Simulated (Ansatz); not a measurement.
## A computed series for Pt: pressure series

The reference is Pt in the fcc (Cu type) structure (space group Fm-3m, No. 225; a = 3.9183 Å).

Cell and atoms are relaxed at each pressure.

Calculations: Kohn–Sham DFT with the PBEsol functional, run in Ansatz (a first-principles code) with PAW and 420 eV plane waves, scalar-relativistic without spin-orbit coupling.

Notes on the quantities. enthalpy: H = E + PV relative to the base's energy.

| variant | enthalpy | density |
|---|---|---|
| base | – | 21.54 g/cm³ |
| pressure −2 GPa | -0.19 eV/atom | 21.39 g/cm³ |
| pressure −1 GPa | -0.09 eV/atom | … |
| pressure 0.3 GPa | +0.03 eV/atom | 21.56 g/cm³ |
| pressure 0.7 GPa | +0.07 eV/atom | 21.59 g/cm³ |
| pressure 1.5 GPa | +0.14 eV/atom | 21.65 g/cm³ |
| pressure 3 GPa | +0.28 eV/atom | … |
| pressure 5 GPa | +0.47 eV/atom | 21.90 g/cm³ |
| pressure 7.5 GPa | +0.69 eV/atom | 22.07 g/cm³ |
| pressure 10 GPa | +0.92 eV/atom | … |

Question: What belongs in the blanks?

Answer: 
- pressure −1 GPa, density: 21.46 g/cm³
- pressure 3 GPa, density: 21.76 g/cm³
- pressure 10 GPa, density: 22.24 g/cm³

Load acts through the strain it causes; cell and atoms are relaxed under it. Whether these cells are dynamically stable was not tested. Competing high-pressure phases were not computed. All final runs are without spin polarisation.
